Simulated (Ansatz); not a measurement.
**A computed series for Ge: response to strain**

Take Ge in the diamond structure (space group Fd-3m, No. 227; a = 5.674 Å) as the base. Axes: x, y, z lie along the cube axes.

Strains are applied to the cell and any free atomic positions relax; under biaxial strain the out-of-plane vector relaxes too.

Method: r2SCAN (Ansatz, a program for electronic structure), without spin-orbit coupling.

### Question
Only one of these has a direct gap. Which?
A. biaxial strain −1.67 %, plane normal [111], relaxed out of plane
B. biaxial strain −2.08 %, plane normal [111], relaxed out of plane
C. biaxial strain −0.83 %, plane normal [111], relaxed out of plane
D. biaxial strain −0.42 %, plane normal [111], relaxed out of plane

### Answer
D, biaxial strain −0.42 %, plane normal [111], relaxed out of plane. Computed: biaxial strain −0.83 %, plane normal [111], relaxed out of plane: indirect, Γ → L; biaxial strain −2.08 %, plane normal [111], relaxed out of plane: indirect, Γ → L; biaxial strain −0.42 %, plane normal [111], relaxed out of plane: direct at Γ; biaxial strain −1.67 %, plane normal [111], relaxed out of plane: indirect, Γ → L

Stability against distortions was not tested. The real Ge has an indirect gap at ambient pressure; r2SCAN orders its close-lying valleys differently. k-point labels follow each cell's own Brillouin zone.
